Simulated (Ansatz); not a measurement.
# Hypothetical P6_3/mmc SnSe2, pressure series

Consider SnSe2 in the 2H-MoS2 type structure (space group P6_3/mmc, No. 194; a = 3.7694 Å, c = 11.2906 Å; a hypothetical phase, not in the database extracts checked; layered, stacked along the Cartesian z axis).

Cell and atoms are relaxed at each pressure.

Method: PBEsol-D3(BJ) (Ansatz, a quantum-chemistry and plane-wave program), no spin-orbit coupling, earlier PAW set.

Two rows of this table had their results exchanged by mistake.

```json
[
 {"pressure": "pressure 0.3 GPa", "volume per atom (Å³)": "23.05", "shortest distance (Å)": "2.776", "band gap": "zero"},
 {"pressure": "pressure 0.7 GPa", "volume per atom (Å³)": "22.20", "shortest distance (Å)": "2.751", "band gap": "zero"},
 {"pressure": "pressure 1.5 GPa", "volume per atom (Å³)": "22.65", "shortest distance (Å)": "2.765", "band gap": "zero"},
 {"pressure": "pressure 3 GPa", "volume per atom (Å³)": "22.91", "shortest distance (Å)": "2.772", "band gap": "zero"},
 {"pressure": "pressure 5 GPa", "volume per atom (Å³)": "21.67", "shortest distance (Å)": "2.735", "band gap": "zero"},
 {"pressure": "pressure 7.5 GPa", "volume per atom (Å³)": "21.09", "shortest distance (Å)": "2.717", "band gap": "zero"},
 {"pressure": "pressure 10 GPa", "volume per atom (Å³)": "20.58", "shortest distance (Å)": "2.701", "band gap": "zero"}
]
```

### Question
Which two?

### Answer
The rows for pressure 0.7 GPa and pressure 3 GPa: the volume has to fall steadily with pressure, so 22.91 Å³ belongs to pressure 0.7 GPa and 22.20 Å³ to pressure 3 GPa.

Load acts through the strain it causes; cell and atoms are relaxed under it. No phonon test of stability was made. No other phases were tried under pressure. All final runs are without spin polarisation.
